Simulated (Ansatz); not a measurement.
ZnS: response to strain

The reference is ZnS in the wurtzite structure (space group P6_3mc, No. 186).

```
CELL_PARAMETERS angstrom
      3.84528     0.00000     0.00000
     -1.92264     3.33011     0.00000
      0.00000     0.00000     6.30521
ATOMIC_POSITIONS crystal
  Zn 0.33333 0.66667 0.00023
  Zn 0.66667 0.33333 0.50023
  S  0.33333 0.66667 0.37477
  S  0.66667 0.33333 0.87477
```

Cartesian axes are those of the cell as printed.

Strains are applied to the cell and any free atomic positions relax.

Calculations: PBE (Ansatz, a first-principles code, PAW, scalar-relativistic without spin-orbit coupling).

Notes on the quantities. energy relative to the base: free energy F; pressure: mean of the normal stresses, compression positive.

| case | electron mass | band gap | energy relative to the base | pressure |
|---|---|---|---|---|
| base | 0.16 mₑ along c, 0.18 mₑ across (at Γ) | 2.08 eV | 0 meV/atom | 0.00 GPa |
| uniaxial strain ε_zz = −3.00 % | – | 2.23 eV | ___ | 2.30 GPa |
| uniaxial strain ε_zz = −2.40 % | 0.17 mₑ along z, 0.18 mₑ across (at Γ) | 2.21 eV | +5.1 meV/atom | 1.81 GPa |
| uniaxial strain ε_zz = −1.80 % | 0.17 mₑ along z, 0.18 mₑ across (at Γ) | 2.20 eV | +2.8 meV/atom | 1.34 GPa |
| uniaxial strain ε_zz = −1.20 % | 0.16 mₑ along z, 0.18 mₑ across (at Γ) | 2.16 eV | +1.3 meV/atom | 0.88 GPa |
| uniaxial strain ε_zz = −0.60 % | 0.16 mₑ along z, 0.18 mₑ across (at Γ) | ___ | ___ | ___ |

**Question.** Some entries are withheld; estimate them.

**Answer.** 
- uniaxial strain ε_zz = −3.00 %, energy relative to the base: +8.0 meV/atom
- uniaxial strain ε_zz = −0.60 %, band gap: 2.12 eV
- uniaxial strain ε_zz = −0.60 %, energy relative to the base: +0.3 meV/atom
- uniaxial strain ε_zz = −0.60 %, pressure: 0.43 GPa

Masses are band curvatures over ±0.01 Å⁻¹ around the edge. Stability against distortions was not tested.
